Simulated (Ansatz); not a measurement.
Cell of bcc W (1 1 1) on antifluorite Mg2Si (1 1 1) (film strained to the substrate, faces as cut), relaxed at this level with a, b, gamma of the cell held:

```
Mg4W5Si2
1.0
    4.49910    -0.00022    -0.10237
   -2.24974     3.89666     0.00000
   -1.74075    -1.00502    22.86363
Mg Si W
8 4 10
Cartesian
  2.18780   1.26313   0.32575
 -0.02169   2.58525   2.18967
  0.01446   0.00835   3.93869
  2.30508   1.33084   5.67635
  0.09218   2.65100   7.59367
  0.13445   0.07762   9.43341
  2.41676   1.39532  11.08243
  0.20934   2.71864  12.94726
 -0.04752  -0.02744   1.07517
  0.03622   2.61869   4.83973
  2.36194   1.36367   8.43182
  0.19228   0.11101  12.29940
  0.25677   0.14825  14.88357
 -2.01564   1.43404  14.01360
 -1.95056   1.47162  16.72480
  0.27757   2.75803  15.77791
  0.34094   2.79462  18.49315
  0.32131   0.18551  17.64433
  0.38425   0.22185  20.35976
 -1.88585   1.50898  19.51552
 -1.82420   1.54457  22.22715
  0.40571   2.83201  21.25358
```

All values below come from PBE (plane waves to 420 eV, PAW; Ansatz, a quantum-chemistry and plane-wave program). Spin–orbit coupling is left out; the runs are not spin-polarised. Its k-point mesh 8×8×1, Fermi–Dirac width 0.05 eV.

### Question
Give the plane-averaged electrostatic potential energy of an electron along the normal (the smooth PAW potential), about its mean over the cell.

### Answer
(z (Å), V (eV)): (0.000, -0.60); (0.285, -0.85); (0.570, -1.40); (0.713, -1.24); (0.998, -0.17); (1.283, 1.16); (1.568, 2.80); (1.853, 3.17); (1.995, 2.77); (2.280, 2.72); (2.565, 4.59); (2.850, 6.64); (2.993, 7.08); (3.278, 6.78); (3.563, 4.77); (3.848, 2.44); (4.133, 1.57); (4.276, 1.42); (4.561, 1.03); (4.846, 0.47); (5.131, 0.60); (5.416, 0.81); (5.558, 1.07); (5.843, 2.33); (6.128, 4.96); (6.413, 7.21); (6.556, 7.67); (6.841, 7.62); (7.126, 6.07); (7.411, 3.30); (7.696, 1.45); (7.839, 1.02); (8.124, 0.70); (8.409, 0.46); (8.694, 0.75); (8.979, 1.28); (9.121, 1.42); (9.406, 1.90); (9.691, 3.70); (9.976, 6.15); (10.119, 6.88); (10.404, 7.05); (10.689, 5.59); (10.974, 3.32); (11.259, 2.52); (11.401, 2.84); (11.687, 3.20); (11.972, 1.87); (12.257, 0.36); (12.542, -0.85); (12.684, -1.28); (12.969, -1.12); (13.254, -0.63); (13.539, -0.71); (13.682, -1.11); (13.967, -2.37); (14.252, -3.74); (14.537, -4.15); (14.822, -3.60); (14.964, -3.57); (15.249, -4.17); (15.535, -4.18); (15.820, -3.96); (16.105, -4.67); (16.247, -4.82); (16.532, -4.24); (16.817, -3.72); (17.102, -4.08); (17.245, -4.07); (17.530, -3.66); (17.815, -4.16); (18.100, -4.70); (18.385, -4.09); (18.527, -3.71); (18.812, -3.90); (19.097, -4.06); (19.383, -3.70); (19.668, -4.30); (19.810, -4.70); (20.095, -4.63); (20.380, -3.95); (20.665, -4.21); (20.808, -4.29); (21.093, -3.81); (21.378, -3.62); (21.663, -4.15); (21.948, -3.65); (22.090, -2.98); (22.375, -1.61); (22.660, -0.70)
